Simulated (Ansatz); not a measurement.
Ansatz (a first-principles code) run on a (111) slab of Ca (cut from a parent of space group no. 225; 3 atoms in the cell): self-consistent single point.

Level of theory: PBEsol, default PAW files made with PBE (plane waves; Ansatz).

```
Ca
1.0
    3.95749     0.00000     0.00000
    1.97875     3.42729     0.00000
    0.00000     0.00000    20.46258
Ca
3
Direct
  0.00000   0.00000   0.34209
  0.33333   0.33333   0.50000
  0.66667   0.66667   0.65791
```

Reference input (self-consistent single point, DFT, PBEsol, plane waves, default PAW files made with PBE): basis.ecutwfc = 420 eV; kpoints.mp_grid.grid = 9 9 1; hamiltonian.xc = pbesol; hamiltonian.pseudopotentials = {kind: paw} (the program's default PAW files); scf.occupations.method = gaussian; scf.occupations.width = 0.1 eV. This run's input differs from it in these lines:

Ansatz 0.2 input:
```diff
@@ -12,3 +12,3 @@
 kpoints:
-  mp_grid: { grid: [9, 9, 1] }
+  mp_grid: { grid: [11, 11, 1] }
 hamiltonian:
```

The program printed (abridged):

```
SCF iter   1: F=—  HF=-5380.328125 eV  |F-HF|=—  |Δ(HF+E_count)|=         —  Δρ=2.15e-3  dr2=1.29e-1  ethr=1.77e-3  ⟨swp⟩=9.1  Hψ=1861  notcnv=0
all-band conjugate gradients solve this SCF's bands
preconditioner: auto → LDOS
SCF iter   2: F=—  HF=-5380.320603 eV  |F-HF|=—  |Δ(HF+E_count)|=   7.52e-3  Δρ=1.00e-3  dr2=4.37e-3  ethr=4.29e-4  ⟨swp⟩=2.0  Hψ=483  notcnv=0
SCF iter   3: F=—  HF=-5380.320120 eV  |F-HF|=—  |Δ(HF+E_count)|=   4.84e-4  Δρ=4.69e-4  dr2=1.86e-3  ethr=1.46e-5  ⟨swp⟩=2.1  Hψ=550  notcnv=0
SCF iter   4: F=—  HF=-5380.319914 eV  |F-HF|=—  |Δ(HF+E_count)|=   2.05e-4  Δρ=1.38e-4  dr2=2.32e-4  ethr=6.19e-6  ⟨swp⟩=2.1  Hψ=409  notcnv=0
SCF iter   5: F=—  HF=-5380.319886 eV  |F-HF|=—  |Δ(HF+E_count)|=   2.84e-5  Δρ=3.01e-5  dr2=2.04e-5  ethr=7.72e-7  ⟨swp⟩=1.7  Hψ=335  notcnv=0
SCF iter   6: F=—  HF=-5380.319992 eV  |F-HF|=—  |Δ(HF+E_count)|=   1.06e-4  Δρ=8.18e-6  dr2=7.70e-7  ethr=6.81e-8  ⟨swp⟩=1.8  Hψ=326  notcnv=0
SCF iter   7: F=-5380.319992 eV  HF=-5380.319992 eV  |F-HF|=1.34e-9  |Δ(HF+E_count)|=   6.68e-8  Δρ=1.65e-6  dr2=6.11e-8  ethr=3.33e-10  ⟨swp⟩=8.7  Hψ=1550  notcnv=0
SCF 1 converged in 7 iterations: F = -5380.319992 eV  dr2 = 6.11e-8
Free energy (F): -5380.319992 eV
Internal energy: -5380.296228 eV  (E = F + TS)
E sigma→0 (E₀):  -5380.308110 eV
Entropy (-TS):   -0.023764 eV (-7.921 meV/atom)
Fermi energy:    0.769679 eV
--- Forces (eV/Å), atoms counted from 1 ---
  atom   1  Ca     0.00000000     0.00000000     0.17339526
  atom   2  Ca     0.00000000     0.00000000     0.00000000
  atom   3  Ca     0.00000000    -0.00000000    -0.17339526
--- Stress (GPa, compression-positive) ---
       -0.604100       0.000000      -0.000000
        0.000000      -0.604100       0.000000
       -0.000000       0.000000      -0.646091
  P = ⅓ Tr σ = -0.6181 GPa (-6.181 kbar)
  The stress holds the Pulay correction. Without it, at fixed plane waves, as pw.x and ABINIT print it: P = -0.6185 GPa
```

The run converged in 7 iterations. Against the reference run the free energy goes down by 3.6 meV/atom and the largest force hardly changes (0.178 to 0.173 eV/Å).

The starting cell has typed, rounded lattice constants, without a prior relaxation at this level. The slab is cut from that crystal, and its faces are unrelaxed. Its lattice was rescaled by up to half a per cent.
